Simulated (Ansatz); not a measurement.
An Ansatz (a program for electronic structure) input (r2SCAN, PAW, 500 eV (Ansatz; no SOC)):

Ansatz 0.2 input:
```yaml
crystal:
  lattice:
    - [3.1407429375, 0, 0]
    - [1.5703714688, 2.7199631707, 0]
    - [1.5703714688, -0.9066543902, 2.6130971208]
  atoms:
    - { symbol: Ga, position: [0, 0, 0] }
    - { symbol: N, position: [0.5, 0.25, 0.75] }
basis: { ecutwfc: 500, ecutrho_ratio: 4, xc_grid: 4, fft_grid_basis: typed }
kpoints: { mp_grid: { grid: [13, 13, 13] } }
hamiltonian:
  xc: r2scan
  dispersion: none
  pseudopotentials: { kind: paw }
scf: { occupations: { method: fermi_dirac, width: 0.05 } }
relax: { f_tol: 0.005, max_steps: 50, cell: { stress_tol: 0.01, fix: [a, b, gamma] } }
output: { forces: true, stress: true }
checkpoint: { write: state.ck, write_every: 1000 }
```

Task: Which symmetry and how many k-points will the program report, and about how many plane waves at Γ?

Result: Space group R3m (ITA 160) with 6 operations, k-points 231 of 2197, and 543 plane waves at Γ.

Task: And the final pressure?

Result: 4.03 GPa (compression positive).

The cells carry an imposed strain or load. No phonon test of stability was made. The cell was made from GaN in the zinc blende structure (space group F-43m, No. 216) by this change: biaxial strain −1.25 %, plane normal [111], relaxed out of plane. This is not the structure that GaN has at room temperature and ambient pressure.
